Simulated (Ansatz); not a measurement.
SrAlHO2 (model structure, started from the SrVO2H type, P4/mmm, No. 123, 5 atoms in the cell), treated with PBEsol in Ansatz (plane waves, PAW).

Run with plane-wave cutoff 520 eV, 10×10×10 k mesh, Fermi–Dirac smearing 0.01 eV, scalar-relativistic PAW data made under PBE.

Cell (relaxed at this level):

```
AlSrHO2
1.0
    3.77387     0.00000     0.00000
    0.00000     3.77387     0.00000
    0.00000     0.00000     3.65787
Sr Al O H
1 1 2 1
Cartesian
  1.88693   1.88693   1.82894
  0.00000   0.00000   0.00000
  1.88693   0.00000   0.00000
  0.00000   1.88693   0.00000
  0.00000   0.00000   1.82894
```

Q: What does this level give for the band gap, smallest direct gap on the k points sampled and direct gap at Γ?

A: 
- band gap: 3.48 eV
- smallest direct gap on the k points sampled: 3.68 eV
- direct gap at Γ: 5.98 eV

Note: the relaxation could raise the start's symmetry but not lower it, so the cell can be a saddle point.

Spin–orbit coupling is not included.

The computed numbers hold no vibrational or temperature effects.

It cost very roughly 20 core-seconds of CPU time.

A model structure was made by putting elements into a prototype or built by hand; it is no filed structure, need not be a known phase, and can be a saddle point held by its symmetry.

Ansatz is a quantum-chemistry and plane-wave program.
